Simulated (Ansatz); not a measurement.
An Ansatz (an electronic-structure program) input (PBEsol (Ansatz; PAW; 420 eV plane waves; no spin-orbit coupling)):

Ansatz 0.2 input:
```yaml
crystal:
  lattice:
    - [2.2889801309, 0, 0]
    - [-1.1444900655, 1.9823149421, 0]
    - [0, 0, 3.6113694591]
  atoms:
    - { symbol: Be, position: [0.6666666667, 0.3333333333, 0.75] }
    - { symbol: Be, position: [0.3333333333, 0.6666666667, 0.25] }
basis: { ecutwfc: 420, ecutrho_ratio: 4, xc_grid: 2, fft_grid_basis: typed }
kpoints: { mp_grid: { grid: [29, 29, 16] } }
hamiltonian:
  xc: pbesol
  dispersion: none
  pseudopotentials: { kind: paw }
scf: { occupations: { method: fermi_dirac, width: 0.1 }, convergence: { dr2_threshold: 0.0000000002 } }
relax: { f_tol: 0.005, max_steps: 50 }
output: { forces: true, stress: true }
checkpoint: { write: state.ck, write_every: 1000 }
```

Q: Which symmetry and how many k-points will the program report, and about how many plane waves at Γ?

A: Space group P63/mmc (ITA 194) with 24 operations, k-points 765 of 13456, and 313 plane waves at Γ.

Q: And the final pressure?

A: -5.16 GPa (compression positive).

The cells carry an imposed strain or load. Stability against distortions was not tested. The cell was made from Be in the hcp (Mg type) structure (space group P6_3/mmc, No. 194) by this change: isotropic strain +1.50 %.
